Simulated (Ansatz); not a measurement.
Take ZnCu in the CsCl type structure (space group Pm-3m, No. 221; a = 2.9642 Å; relaxed with 0.1 eV smearing) as the base. Axes: x, y, z lie along the cube axes.

All numbers come from plane-wave PAW DFT at the PBE level (Ansatz, an electronic-structure program, 420 eV), scalar-relativistic without spin-orbit coupling.

One thing is altered: an isotropic linear strain of −2.00 %; the atoms relax in the strained cell.

Q: Predict the stress tensor and what it implies for the stiffness.

A: Stress of the strained cell less that of the base (GPa, compression positive):
```
    8.1     0.0     0.0
    0.0     8.1     0.0
    0.0     0.0     8.1
```

Then B = −ΔP/(ΔV/V₀) with ΔV/V₀ = -0.0588 gives secant stiffness values (nonlinear terms included at this strain): B ≈ 137 GPa.

As a check, the harmonic strain energy −½ V₀ Δσ:ε is 20 meV/atom; the computed energy rise is 18 meV/atom.

Whether these cells are dynamically stable was not tested. All final runs are without spin polarisation.
